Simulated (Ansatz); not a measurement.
# Effect of uniaxial stress, 5 GPa compression along x on Hf

Consider Hf in the hcp (Mg type) structure (space group P6_3/mmc, No. 194; a = 3.198 Å, c = 5.049 Å; relaxed with 0.1 eV smearing). Axes: x lies along a and z along c of the hexagonal cell.

Now apply this change: uniaxial stress, 5 GPa compression along x, with the cell and atoms free to relax against it.

Calculations: r2SCAN (Ansatz, a first-principles code; PAW; 500 eV plane waves; without spin-orbit coupling). Γ-centred 21×21×12 mesh, Fermi–Dirac width 0.1 eV.

* **Volume per atom**: 22.04 Å³ (base 22.36 Å³)
* **Space group**: Cmcm (No. 63) (base P6_3/mmc (No. 194))
* **Shortest interatomic distance**: 3.102 Å (base 3.128 Å)
* **Energy relative to the base (free energy F)**: +10 meV/atom
* **Band gap**: zero (base zero)
* **Strain response (xx, yy, zz)**: (−3.00, +0.97, +0.61) %
* **Secant Young's modulus along x**: 170 GPa
* **Mean lateral Poisson ratio**: 0.26

Final structure:

```
Hf
1.0
    3.10234     0.00000     0.00000
   -1.55117     2.79680     0.00000
    0.00000     0.00000     5.07974
Hf
2
Direct
  0.33881   0.67762   0.75000
  0.66119   0.32238   0.25000
```

Beyond what the load breaks, stability against distortions was not tested. The final runs are not spin-polarised.
